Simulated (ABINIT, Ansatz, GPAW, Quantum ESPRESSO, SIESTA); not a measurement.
# CuPt7 (Fm-3m, 8 atoms in the cell) computed with different codes at matched settings

Self-consistent single point.

```xyz
8
Lattice="0.0000 3.9986 3.9986 3.9986 0.0000 3.9986 3.9986 3.9986 0.0000" Properties=species:S:1:pos:R:3 pbc="T T T"
Cu     3.9986     3.9986     3.9986
Pt     0.0000     0.0000     0.0000
Pt     1.9993     0.0000     1.9993
Pt     0.0000     1.9993     1.9993
Pt     1.9993     3.9986     1.9993
Pt     3.9986     1.9993     1.9993
Pt     1.9993     1.9993     0.0000
Pt     1.9993     1.9993     3.9986
```

All programs got the same cell, k-point mesh and kind of occupations (in Ansatz's words: kpoints.mp_grid.grid = 7 7 7; scf.occupations.method = gaussian; scf.occupations.width = 0.0073 Ry); potentials, basis and cutoffs are each program's usual ones.

```tsv
code	model	pressure (GPa)	k-points	cutoff
Ansatz	PBEsol, PAW files made with PBE	-19.41	20	30.9 Ry
ABINIT	PBEsol, PAW (JTH v2.0 PBE PAW, files made for PBE)	-18.61	20	60 Ry
Quantum ESPRESSO	PBEsol, SSSP 1.1.2 efficiency (PBE) pseudopotentials	-19.72	20	50 Ry
GPAW	PBEsol, GPAW PAW datasets PBEsol (made by gpaw-setup)	-19.11	20	800 eV
SIESTA	GGA PBEsol, numerical atomic orbitals DZP, PseudoDojo PBEsol standard norm-conserving potentials (rewritten from UPF to PSML)	-20.34	172	grid 400 Ry
```

The spread over the programs that give each value: pressure within 1.73 GPa.

The starting cell comes from a database of computed structures (which also holds hypothetical and non-ambient phases and stackings), without a prior relaxation at this level. Its lattice was rescaled by a random factor within 2.5 % of one. On Ansatz's run: Spin-orbit coupling is off. Spin polarisation is off. In the base run, with a pressure of about -19 GPa the cell is away from its equilibrium volume at this level.

Q: Why do the programs differ, and what cannot be compared?

A: Differences of this kind can come from the potentials, where these differ, and from what each basis and cutoff leave unconverged. The valence holds different numbers of electrons (Ansatz (a program for electronic structure) 145, ABINIT 89, Quantum ESPRESSO 131, GPAW 123, SIESTA 145). The zero of total energies and Fermi levels follows the potentials and each program's conventions, so they are not compared here. SIESTA uses small atom-centred bases, whose incompleteness enters pressures, forces and empty levels differently from a plane-wave cutoff. Ansatz's pressure is given at a fixed set of plane waves, as the other plane-wave codes print theirs; with its correction for the finite basis it is -19.35 GPa. Ansatz's smearing width was typed in Ry to four decimals, so it matches the others to a few per cent. The programs reduce the same mesh by symmetry to different extents, which changes the work and not the result. In the pressure, SIESTA (by 1.07) lies more than 1 GPa from the median of the plane-wave programs.

Left out of this page: Elk and FLEUR (not drawn, or without a comparable value).

Keys are those of Ansatz 0.2.
